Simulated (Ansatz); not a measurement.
Al2O3: energy against strain

Al2O3 (corundum, R-3c, 8.323 Å³/atom at rest, c along z) under a strain ε along a direction in the basal plane (axis x), the other axes held. LDA in Ansatz, a plane-wave DFT program (PAW, default set), 420 eV, 9×9×9 Γ-centred mesh, Fermi-Dirac smearing 0.05 eV; ions are relaxed within the symmetry of each cell.

Here s stands for strain and y for E less E0.

| strain (%) | E less E0 (meV/atom) |
|---|---|
| -3.00 | ? |
| -1.50 | 2.96 |
| -0.75 | 0.75 |
| 0.00 | 0.00 |
| 0.75 | 0.73 |
| 1.50 | 2.85 |

Problem. Fit y against s with a parabola, and predict the withheld value at s = -3.00.

Solution. Least squares gives y = 0.009 - 0.0320·s + 1.2876·s². Residuals (row less fit): 0.006, -0.007, -0.009, 0.021, -0.008; standard error 0.018 (degrees of freedom: 2). Twice the quadratic coefficient over the volume, 2 × 1.2876 meV × 10⁴ × 0.1602 / 8.323 Å³, is the elastic constant C11 = 496 ± 3 GPa. At the withheld row, y = 0.009 - 0.0320 × (-3.00) + 1.2876 × (-3.00)² = 11.693 meV/atom. The calculation gives 12.06 meV/atom, 0.367 meV/atom above the prediction (3.0 % of the range of y in the table). The row lies outside the fitted rows, so this is an extrapolation. From the scatter of the fitted rows alone, a prediction at this place has a standard error of 0.075 meV/atom, so the miss is 4.9 times that.

One order more, fitted to all 9 runs of the series, follows each within 0.01, so the miss is the next term of a smooth law. Rows are the converged runs of the series near zero and its far end; series whose fitted rows scatter by over a few per cent of the range, as at a crossing or softening among them, aren't shown in this form. Most that stay on the fit to the last digits aren't either.
